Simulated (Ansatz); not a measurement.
Se on the Si site in silicon (start: the Si site; 216-site cell, 2×2×2 shifted sampling), host crystal and elements as references (Δμ(Si) = 0.00 eV, Δμ(Se) = 0.00 eV; Se taken from its element, since no compound that bounds it was computed at this level; only phases computed here count, gases as isolated molecules at 0 K). Computed with PBE, PAW (plane waves to 420 eV; Ansatz, an electronic-structure program). In charge state +1 (moment 1.0 μB) the formation energy is 0.86 eV with the Fermi level at the valence-band maximum; take the Fermi level 0.20 eV above it, where this charge is the stable one. The crystal has 4.89 × 10^22 Si sites per cm³.

Estimate the equilibrium concentration at 900 K in the dilute limit, leaving out vibrational entropy and degeneracy.

E_f = 0.86 + (+1)(0.2) = 1.06 eV; kT = 0.0776 eV; c = N exp(−E_f / kT) = 4.89 × 10^22 × exp(−13.7) ≈ 6 × 10^16 cm^-3. An error of 0.2 eV in E_f moves this by a factor of 13.
